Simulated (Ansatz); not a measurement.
A 16-atom cell of Ga(Sb,N) started in the zinc blende structure, site fractions Sb 0.875, N 0.125, short-range order -0.14 among the nearest mixed sites of the first mixed sublattice (0 is random, a negative value favours unlike neighbours), space group F-43m at the end, an ordered arrangement that its symmetry holds. The mixed sublattice has 8 sites.

The mixing enthalpy is taken against the end members in the zinc blende type (which need not be the stable form of GaN), relaxed in the same cell and mesh.

Values marked by level come from PBE (plane waves to 420 eV, PAW; Ansatz, a program for electronic structure); HSE06 (plane waves to 420 eV, PAW; Ansatz). Geometries and values that name no level are of the first. No spin–orbit coupling; with elements this heavy it can move edges by tenths of an eV. Its k-point mesh 4×4×4, Fermi–Dirac width 0.01 eV. HSE06 ran on meshes of its own (3×3×3); its edges and gaps are taken over the mesh and over extra points off it, mostly where PBE has its edges.

```csv
cell,energy at zero smearing (eV)
GaSb,-82142.667
GaN,-33343.259
Ga8NSb7,-76040.003
```

Q: Work out the mixing enthalpy per mixed site and the interaction parameter Ω of a regular solution.

A: With x = 1/8 of the second end member, ΔH = [-76040.003 − 7/8 × (-82142.667) − 1/8 × (-33343.259)] / 8 = 342.3 meV against the separate end members. Ω = ΔH / x(1 − x) = 3130 meV.
